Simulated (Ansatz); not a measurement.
Consider ZrC in the rock salt structure (space group Fm-3m, No. 225; relaxed with 0.1 eV smearing).

```
ZrC
1.0
    0.00000     2.33454     2.33454
    2.33454     0.00000     2.33454
    2.33454     2.33454     0.00000
Zr C
1 1
Direct
  0.00000   0.00000   0.00000
  0.50000   0.50000   0.50000
```

Cartesian axes are those of the cell as printed.

The values are results of Ansatz (an electronic-structure program) PBEsol, scalar-relativistic without spin-orbit coupling, not measurements.

Strains are applied to the cell and any free atomic positions relax.

One change was made to it. Results:

```tsv
quantity	base	after
shortest interatomic distance	2.335 Å	2.335 Å
energy relative to the base (free energy F)	0 meV/atom	+5.1 meV/atom
band gap	zero	zero
```

Q: Name the change that was made.
A. tensor shear ε_xy = +0.29 %
B. tensor shear ε_xy = +1.14 %
C. tensor shear ε_xy = +1.43 %
D. tensor shear ε_xy = +0.86 %

A: C, tensor shear ε_xy = +1.43 %. For comparison, the energy relative to the base in the other runs: tensor shear ε_xy = +1.14 % gives +3.2 meV/atom; tensor shear ε_xy = +0.29 % gives +0.2 meV/atom; tensor shear ε_xy = +0.86 % gives +1.8 meV/atom.

No phonon test of stability was made. The final runs are not spin-polarised.
